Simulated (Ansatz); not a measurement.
**W, response to strain**

Start from W in the bcc (W type) structure (space group Im-3m, No. 229; a = 3.1688 Å; relaxed with 0.1 eV smearing).

Strains are applied to the cell and any free atomic positions relax.

Level of theory: Ansatz (a quantum-chemistry and plane-wave program), r2SCAN, PAW, cutoff 500 eV, without spin-orbit coupling.

Notes on the quantities. energy relative to the base: free energy F.

| variant | energy relative to the base | volume per atom | pressure |
|---|---|---|---|
| base | 0 meV/atom | 15.91 Å³ | 0.0 GPa |
| isotropic strain −3.00 % | +141 meV/atom | 14.52 Å³ | 35.1 GPa |
| isotropic strain −2.50 % | +96 meV/atom | 14.75 Å³ | 28.3 GPa |
| isotropic strain −2.00 % | +61 meV/atom | 14.97 Å³ | 21.9 GPa |
| isotropic strain −1.50 % | +34 meV/atom | 15.20 Å³ | 15.9 GPa |
| isotropic strain −1.00 % | +15 meV/atom | 15.44 Å³ | 10.2 GPa |
| isotropic strain −0.50 % | +3.6 meV/atom | 15.67 Å³ | 5.0 GPa |

Stability against distortions was not tested. The final runs are not spin-polarised.
